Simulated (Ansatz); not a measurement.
## Al on the 1x1 (110) surface of zinc-blende InP (cut with top plane In + P), one in a 2x1 cell, started at the site 'top In'

Host crystal: zinc-blende InP, with a band gap (PBE, scalar-relativistic without spin-orbit coupling).

Computed with PBE (plane waves to 420 eV, PAW; Ansatz, a quantum-chemistry and plane-wave program).

Set-up: 21 atoms, 8.9 Å thick at the start under the adsorbate (thin: gaps and levels are the slab's own); mesh 3x4x1; 0.01 eV smearing; dipole correction on; 8 atoms held, the rest relaxed; symmetry of the start imposed; spin-polarised, no spin-orbit, no U, no dispersion correction. The starting moment vanished. At the end it is bonded to In + 2 P. In PBE this state lies 0.05 eV over the lowest of the starts that converged ('bridge In-P (span 5.2 Å)').

```json
{
  "adsorption energy against an atom of fcc Al": "0.59 eV",
  "change_of_the_step_from_the_bottom_to_the_top_vacuum_level_against_the_clean_slab": "-0.50 eV",
  "energy_released_by_relaxation": "1.63 eV",
  "height of the binding atom over the mean of the host atoms within 0.3 Å of the top one": "0.950 bohr",
  "magnetic_moment_of_the_cell": "0.00 μB",
  "nearest_host_atoms_of_the_binding_atom": "P at 2.41 Å, P at 2.41 Å, In at 2.69 Å",
  "largest_move_of_a_host_atom": "0.70 Å",
  "note": "in the relaxation the adsorbate left its starting site by 2.9 Å",
  "cost": "around 50 core-minutes (rough)"
}
```

A negative adsorption energy means that the adsorbate is more stable on the surface than in its reference.
